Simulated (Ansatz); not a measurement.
Here is the system:

```xyz
1
Lattice="0.0000 1.9261 1.9261 1.9261 0.0000 1.9261 1.9261 1.9261 0.0000" Properties=species:S:1:pos:R:3 pbc="T T T"
Ir     0.0000     0.0000     0.0000
```

No spin polarisation.

Calculations: Ansatz (an electronic-structure program), PBE, PAW, cutoff 420 eV, no SOC. Γ-centred 29×29×29 mesh, Fermi–Dirac width 0.1 eV.

Task: What is the computed pressure?

Result: 5.4 GPa.

Task: What band gap does the calculation give?

Result: Zero.

The cells carry an imposed strain or load. No phonon test of stability was made. The final runs are not spin-polarised. The cell was made from Ir in the fcc (Cu type) structure (space group Fm-3m, No. 225) by this change: isotropic strain −0.50 %.
